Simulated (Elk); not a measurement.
Band structure of Zn (P6_3/mmc, 2 atoms in the cell).

```xyz
2
Lattice="2.5514 0.0000 0.0000 -1.2757 2.2095 0.0000 0.0000 0.0000 4.7557" Properties=species:S:1:pos:R:3 pbc="T T T"
Zn     0.0000     1.4730     1.1889
Zn     1.2757     0.7365     3.5668
```

Computed with PBE, all-electron FP-LAPW, Elk's shipped species files, APW+lo basis with extra local orbitals run with Elk 10.2.4.

Settings: xctype = 20; rgkmax = 8; stype = 1; swidth = 0.00367493 Ha; ngridk = 13 13 6; gmaxvr = 18 1/bohr; lmaxapw = 10; lmaxo = 8; nxlo = 2; lorbcnd = true; lradstp = 2; nrmtscf = 2; lmaxi = 4; nempty = 5.5 per atom.

The starting cell comes from a database of computed structures (which also holds hypothetical and non-ambient phases and stackings), without a prior relaxation at this level. Its lattice was rescaled by a random factor within 2.5 % of one. Values depend on the basis (sphere radii, cutoffs, local orbitals), which need not be converged.

Levels in eV from the Fermi level, bands 15 to 22:
```tsv
point	15	16	17	18	19	20	21	22
Γ	-7.43	-7.18	-7.18	-4.26	-2.88	14.61	18.38	19.24
M	-6.95	-6.93	-3.16	-2.13	3.01	3.74	4.96	6.08
K	-7.30	-7.30	0.13	0.23	0.23	5.44	6.68	6.68
A	-7.28	-7.28	-7.28	-7.28	4.99	4.99	20.47	20.47
L	-6.94	-6.94	-2.19	-2.19	0.53	0.53	10.95	10.95
H	-7.19	-7.19	1.01	1.01	1.96	1.96	2.82	2.82
```

Bands cross the Fermi level along this path, so the cell is metallic at this level.
